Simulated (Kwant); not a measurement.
Device: GaAs/Al0.3Ga0.7As stack with 1 barrier. One parabolic valley. Leads of mass 0.067 mₑ with the band edge at 0; grid 0.1 nm; bias 0.072 V, dropping linearly over the stack.

| layer | thickness (nm) | band offset (eV) | mass (mₑ) |
|---|---|---|---|
| 1 | 6.1 | 0.24 | 0.092 |

The device is made up for the run: typed textbook-type constants, with dimensions and the other settings drawn at random.

Computed with Kwant: one-band effective-mass tight-binding model in one dimension, coherent, no space charge.

Sweep values stay those of the base run.

Base results: transmission at E = 0.3600 eV 0.87; mean transmission over the sweep 0.30; transmission at E = 0.1783 eV 0.058; transmission at E = 0.08749 eV 0.0057.

**Question.** What follows from this one change: mass in the first barrier 0.092 → 0.12 mₑ?

**Answer.** transmission at E = 0.3600 eV 0.87 → 0.63; mean transmission over the sweep 0.30 → 0.27; transmission at E = 0.1783 eV 0.058 → 0.030; transmission at E = 0.08749 eV 0.0057 → 0.0022.

**Question.** What follows from this one change: thickness of the first barrier 6.1 → 7.3 nm?

**Answer.** transmission at E = 0.3600 eV 0.87 → 0.70; mean transmission over the sweep 0.30 → 0.29; transmission at E = 0.1783 eV 0.058 → 0.032; transmission at E = 0.08749 eV 0.0057 → 0.0016.

**Question.** What follows from this one change: height of the first barrier 0.24 → 0.29 eV?

**Answer.** transmission at E = 0.3600 eV 0.87 → 0.98; mean transmission over the sweep 0.30 → 0.16; transmission at E = 0.1783 eV 0.058 → 0.014; transmission at E = 0.08749 eV 0.0057 → 0.0017.
